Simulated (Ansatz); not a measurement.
Start from GaAs in the rock salt structure (space group Fm-3m, No. 225; a hypothetical phase, not in the database extracts checked; relaxed with 0.1 eV smearing).

```yaml
crystal:
  lattice:
    - [0.00000, 2.65806, 2.65806]
    - [2.65806, 0.00000, 2.65806]
    - [2.65806, 2.65806, 0.00000]
  atoms:
    - { symbol: Ga, position: [0.00000, 0.00000, 0.00000] }
    - { symbol: As, position: [0.50000, 0.50000, 0.50000] }
```

Cartesian axes are those of the cell as printed.

Method: PBE-D3(BJ) in Ansatz (plane waves to 420 eV, PAW, no SOC).

The change: the cell is stretched by 4.31 % along y with no lateral relaxation; the atoms relax in the strained cell.

Question: Predict the stress tensor and what it implies for the stiffness.

Answer: Stress of the strained cell less that of the base (GPa, compression positive):
```
   -1.5     0.0     0.0
    0.0    -5.3     0.0
    0.0     0.0    -1.5
```

Then −Δσ_ii/ε with ε = 0.0431 gives secant stiffness values (nonlinear terms included at this strain): C22 ≈ 123 GPa, C12 ≈ 36 GPa and C23 ≈ 36 GPa.

As a check, the harmonic strain energy −½ V₀ Δσ:ε is 13 meV/atom; the computed energy rise is 15 meV/atom.

Stability against distortions was not tested. The final runs are not spin-polarised.

Ansatz is a program for electronic structure.
